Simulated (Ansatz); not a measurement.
Response to strain in KTaO3

Start from KTaO$_{3}$ in the cubic perovskite structure (space group Pm-3m, No. 221; a = 4.024 Å).

Strains are applied to the cell and any free atomic positions relax.

Calculations: plane-wave PAW DFT at the PBE level (Ansatz, an electronic-structure program, 420 eV), no spin-orbit coupling.

Notes on the quantities. energy relative to the base: free energy F.

| isotropic strain (%) | energy relative to the base (meV/atom) |
|---|---|
| -3 | 69.0 |
| -2.4 | 43.2 |
| -1.8 | 23.8 |
| -1.2 | 10.4 |
| -0.6 | ? |
| 0 | 0.0 |

Fit ΔE = Aε² + Bε³ (ε in %) to the rows shown and predict the withheld row.

Least squares on the printed values gives A = 6.87 and B = -0.27 meV/atom (largest residual 0.0 meV/atom); this predicts 2.5 meV/atom, and the run gives 2.6 meV/atom, in agreement.

No phonon test of stability was made.
